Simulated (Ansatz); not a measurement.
```
CELL_PARAMETERS angstrom
      0.00000     2.51600     2.51600
      2.51600     0.00000     2.51600
      2.51600     2.51600     0.00000
ATOMIC_POSITIONS crystal
  Li 0.00000 0.00000 0.00000
  Cl 0.50000 0.50000 0.50000
```

No spin polarisation.

Calculations: plane-wave PAW DFT at the PBEsol level (Ansatz, a quantum-chemistry and plane-wave program, 420 eV), scalar-relativistic without spin-orbit coupling. Γ-centred 11×11×11 mesh, Fermi–Dirac width 0.05 eV.

Predict the electron mass and band gap.

The electron mass is 0.46 mₑ (at Γ) and the band gap comes out as 6.46 eV.

Load acts through the strain it causes; cell and atoms are relaxed under it. Masses are band curvatures over ±0.01 Å⁻¹ around the edge. Whether these cells are dynamically stable was not tested. The cell was made from LiCl in the rock salt structure (space group Fm-3m, No. 225) by this change: pressure 0.7 GPa.
